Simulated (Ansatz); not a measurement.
Take Ti3Al (space group P6_3/mmc, No. 194; a = 5.747 Å, c = 4.632 Å) as the base. Axes: x lies along a and z along c of the hexagonal cell.

All numbers come from plane-wave PAW DFT at the r2SCAN level (Ansatz, a first-principles code, 500 eV), no SOC.

Base values:

Volume per atom: 16.56 Å³

Modification: tensile biaxial strain of 2.13 % in the plane normal to [001], as in epitaxy on a mismatched substrate; the out-of-plane cell vector and the atoms relax.

Problem. Predict the new volume per atom and energy relative to the base.

Solution. The volume per atom grows by 0.51 Å³ (16.56 Å³ → 17.07 Å³); the energy rises by 11 meV/atom.

Whether these cells are dynamically stable was not tested. All final runs are without spin polarisation.
